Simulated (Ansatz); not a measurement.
Defect migration in 4H silicon carbide: N-vacancy pair (N on one host C site, one C site vacant), charge state -1. Computed with PBE, PAW (plane waves to 420 eV; Ansatz, a program for electronic structure).

Settings: 72 host sites, the relaxed PBE lattice, the Γ point alone, smearing 0.01 eV, spin-restricted, no image-charge correction. Static, classical nuclei. The charge state is imposed; whether it is stable for some Fermi level was not computed. Forms of the defect that were not tried may lie lower. The start lies 0.84 eV above the lowest site run (PBE).

Barriers: single points on a 2×2×2 k-point mesh shifted by half a step along c at the bands' geometries (they differ from the bands' own by up to 0.68 eV, and are uncertain by about as much).

Relaxed starting cell (atoms counted from 1):

```
CELL_PARAMETERS angstrom
      9.28226     0.00000     0.00000
     -4.64113     8.03868     0.00000
      0.00000     0.00000    10.12928
ATOMIC_POSITIONS crystal
  Si 0.02606 0.01810 0.50207
  Si 0.02658 0.34747 0.50790
  Si 0.99733 0.66639 0.49841
  Si 0.33460 0.00137 0.49757
  Si 0.27636 0.31060 0.50161
  Si 0.33551 0.66920 0.49799
  Si 0.67442 0.00463 0.49941
  Si 0.66378 0.33249 0.49885
  Si 0.66473 0.66566 0.49855
  Si 0.99984 0.99886 0.99993
  Si 0.00083 0.33407 0.00023
  Si 0.99797 0.66519 0.00036
  Si 0.33190 0.99885 0.99950
  Si 0.33284 0.33324 0.99782
  Si 0.33249 0.66660 0.00036
  Si 0.66643 0.99948 0.00065
  Si 0.66576 0.33341 0.00077
  Si 0.66545 0.66522 0.00050
  Si 0.22102 0.11112 0.74781
  Si 0.21984 0.44374 0.74983
  Si 0.21986 0.77647 0.74894
  Si 0.55358 0.11066 0.74924
  Si 0.55028 0.44165 0.74788
  Si 0.55315 0.77643 0.74930
  Si 0.88563 0.11075 0.75208
  Si 0.88323 0.44249 0.75172
  Si 0.88219 0.77052 0.75288
  Si 0.11578 0.22221 0.24947
  Si 0.11113 0.55562 0.24989
  Si 0.11042 0.88782 0.24922
  Si 0.44318 0.22206 0.25049
  Si 0.44349 0.55466 0.25022
  Si 0.44601 0.88986 0.24993
  Si 0.78212 0.22391 0.25113
  Si 0.77660 0.55454 0.24931
  Si 0.78207 0.89079 0.25070
  N  0.99290 0.99133 0.69621
  C  0.99530 0.33199 0.69403
  C  0.99695 0.66643 0.68699
  C  0.32961 0.99845 0.68615
  C  0.32630 0.33035 0.68954
  C  0.33148 0.66639 0.68665
  C  0.66709 0.99917 0.68767
  C  0.66262 0.33161 0.68667
  C  0.66414 0.66607 0.68653
  C  0.00052 0.99769 0.18403
  C  0.00154 0.33434 0.18584
  C  0.99890 0.66566 0.18735
  C  0.33282 0.99912 0.18666
  C  0.33672 0.33463 0.18214
  C  0.33340 0.66764 0.18713
  C  0.66880 0.00071 0.18816
  C  0.66661 0.33210 0.18838
  C  0.66685 0.66724 0.18814
  C  0.22040 0.10937 0.93625
  C  0.22234 0.44565 0.93891
  C  0.22026 0.77665 0.93790
  C  0.55484 0.11041 0.93855
  C  0.55593 0.44450 0.93686
  C  0.55505 0.77748 0.93860
  C  0.88917 0.11031 0.93864
  C  0.88701 0.44426 0.93953
  C  0.88698 0.77583 0.93848
  C  0.11272 0.56361 0.43771
  C  0.11097 0.88569 0.43744
  C  0.43796 0.22011 0.43689
  C  0.44080 0.55531 0.43653
  C  0.45059 0.89309 0.43937
  C  0.79079 0.22712 0.44019
  C  0.77550 0.55459 0.43823
  C  0.79139 0.89783 0.44110
```
Cell charge -1.

End state 1 differs by these moves (Å; atoms that move under 0.08 Å are left out):

```json
[
 {"atom": "1", "element": "Si", "Δx": "-0.21", "Δy": "-0.37", "Δz": "0.00"},
 {"atom": "2", "element": "Si", "Δx": "-0.20", "Δy": "-0.19", "Δz": "-0.09"},
 {"atom": "5", "element": "Si", "Δx": "0.42", "Δy": "0.18", "Δz": "-0.03"},
 {"atom": "7", "element": "Si", "Δx": "-0.07", "Δy": "-0.27", "Δz": "0.09"},
 {"atom": "9", "element": "Si", "Δx": "-0.05", "Δy": "0.45", "Δz": "0.03"},
 {"atom": "37", "element": "N", "Δx": "0.07", "Δy": "0.11", "Δz": "0.00"},
 {"atom": "64", "element": "C", "Δx": "0.00", "Δy": "-0.13", "Δz": "0.02"},
 {"atom": "68", "element": "C", "Δx": "-0.11", "Δy": "-0.06", "Δz": "-0.02"},
 {"atom": "69", "element": "C", "Δx": "-0.09", "Δy": "-0.16", "Δz": "0.00"},
 {"atom": "71", "element": "C", "Δx": "1.43", "Δy": "2.48", "Δz": "0.00"}
]
```

Task: Give the forward and backward barriers to end state 1 at the level PBE, PAW.

Result: forward 3.35 eV, backward 3.35 eV; at the saddle point atom 71 has neighbours Si at 1.79, 2 Si at 1.91 Å. The saddle point's order was not checked, and it lies on a symmetry element of the cell, where a band can be held.
